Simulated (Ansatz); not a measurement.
AlP (model structure, from the CdTe type, P3₁21, No. 152) was calculated with PBEsol (plane waves, PAW; Ansatz, a program for electronic structure).

Settings: plane-wave cutoff 520 eV, 12×12×4 k mesh (along the axes of the cell as run), Fermi–Dirac smearing 0.01 eV, scalar-relativistic PAW data made under PBE.

The cell is the one relaxed with PBEsol. Conventional cell: a = 3.8213 Å, b = 3.8213 Å, c = 8.6324 Å, α = 90.00°, β = 90.00°, γ = 120.00°.

```
AlP
1.0
    3.82135     0.00000     0.00000
   -1.91067     3.30938     0.00000
    0.00000     0.00000     8.63242
Al P
3 3
Direct
  0.00000   0.49978   0.66667
  0.50022   0.50022   0.00000
  0.49978   0.00000   0.33333
  0.00000   0.49986   0.16667
  0.50014   0.50014   0.50000
  0.49986   0.00000   0.83333
```

### Question
List the 15 lowest band energies at Γ above −25 eV (eV, relative to the valence band maximum), grouping those that round alike.

### Answer
At Γ: -12.59, -11.00 (×2), -4.95 (×2), -2.31, -1.15 (×2), -0.37 (×2), -0.04, 0.00, 2.04 (×2), 2.18.

Note: the cell keeps the symmetry of its start, so it can be a saddle point.

A model structure was made by putting elements into a prototype or built by hand; it is no filed structure, need not be a known phase, and can be a saddle point held by its symmetry.
